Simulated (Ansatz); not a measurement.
The parent structure is NiO in the rock salt structure (space group Fm-3m, No. 225; a = 4.1886 Å; ferromagnetic). Axes: x, y, z lie along the cube axes.

Structures relaxed with Kohn–Sham DFT with the r2SCAN functional, run in Ansatz (a quantum-chemistry and plane-wave program) with PAW and 500 eV plane waves, no SOC.

Base:

Simulated powder pattern, Co Kα, λ = 1.79026 Å (kinematic, ideal powder, no thermal factors, no anomalous dispersion; the 10 strongest lines at most, above 2 %, up to 2θ = 90°):

```json
[
 {"2θ (°)": "43.45", "I/Imax (%)": "76", "hkl": "(111)"},
 {"2θ (°)": "50.61", "I/Imax (%)": "100", "hkl": "(200)"},
 {"2θ (°)": "74.38", "I/Imax (%)": "58", "hkl": "(220)"}
]
```

After one change:

Simulated powder pattern, Co Kα, λ = 1.79026 Å (kinematic, ideal powder, no thermal factors, no anomalous dispersion; the 10 strongest lines at most, above 2 %, up to 2θ = 90°):

```
2θ (°)  I/Imax (%)
------  ----------
43.21          100
49.75           45
50.61           86
73.69           52
74.38           25
88.79           14
```

Q: Which of these changes matches the shifts?
A) biaxial strain −0.82 %, plane normal [001], relaxed out of plane
B) uniaxial strain ε_zz = +1.61 %
C) isotropic strain −2.11 %
D) biaxial strain −2.43 %, plane normal [111], relaxed out of plane

A: B, uniaxial strain ε_zz = +1.61 %. Its volume per atom is 9.33 Å³ against 9.19 Å³, and its space group is I4/mmm (No. 139).

Stability against distortions was not tested. No Hubbard U is applied and the magnetic state is the run's own (NiO ferromagnetic); other magnetic orders, which need larger cells, were not tried and can change the gap. In its common phase, real NiO is an antiferromagnetic insulator at low temperature.
